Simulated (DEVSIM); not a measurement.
Device: abrupt Si p-n junction, at 250 K.

```
layer (left to right)  material  thickness (μm)  Nd (cm⁻³)  Na (cm⁻³)  τn (s)  τp (s)
---------------------  --------  --------------  ---------  ---------  ------  ------
1                            Si           0.330          -     3.7e16    7e-7    7e-7
2                            Si           0.470     9.1e14          -    7e-7    7e-7
```

Left contact: ohmic. Right contact: ohmic. Voltage is applied to the left contact. Recombination: SRH at mid-gap. Mobility is μmin + (μ − μmin)/(1 + (N/Nref)^α).

Constants are typed, rounded textbook-type inputs, not results; the design itself was drawn at random and stands for no fabricated device. Values at 300 K; Nc and Nv go as T^1.5, mobilities as T to minus their exponent, the gap by Varshni's rule with the affinity fixed.

| parameter | Si |
|---|---|
| gap (eV) | 1.124 |
| affinity (eV) | 4.05 |
| permittivity | 11.7 |
| Nc (cm⁻³) | 2.86e19 |
| Nv (cm⁻³) | 3.1e19 |
| μn (cm²/Vs) | 1417 |
| μp (cm²/Vs) | 470 |
| μn,min | 52 |
| μp,min | 45 |
| Nref,n | 9.7e16 |
| Nref,p | 2.2e17 |
| αn | 0.68 |
| αp | 0.72 |
| T exponent of μn | 2.3 |
| T exponent of μp | 2.2 |
| Varshni α (eV/K) | 0.000473 |
| Varshni β (K) | 636 |

Model (solved in DEVSIM): 1D drift-diffusion, Boltzmann statistics, complete ionisation; no tunnelling, impact ionisation, image-force lowering or self-heating.

Q: Give the dark forward current.

A: 
| V (V) | J (A/cm²) |
|---|---|
| 0.05 | 1.8e-10 |
| 0.10 | 1.3e-9 |
| 0.15 | 9.5e-9 |
| 0.25 | 6.8e-7 |
| 0.30 | 5.9e-6 |
| 0.35 | 5.2e-5 |
| 0.40 | 0.00044 |
| 0.50 | 0.029 |
| 0.55 | 0.22 |
| 0.60 | 1.6 |
| 0.65 | 10 |
| 0.75 | 240 |
| 0.80 | 830 |
| 0.85 | 2100 |
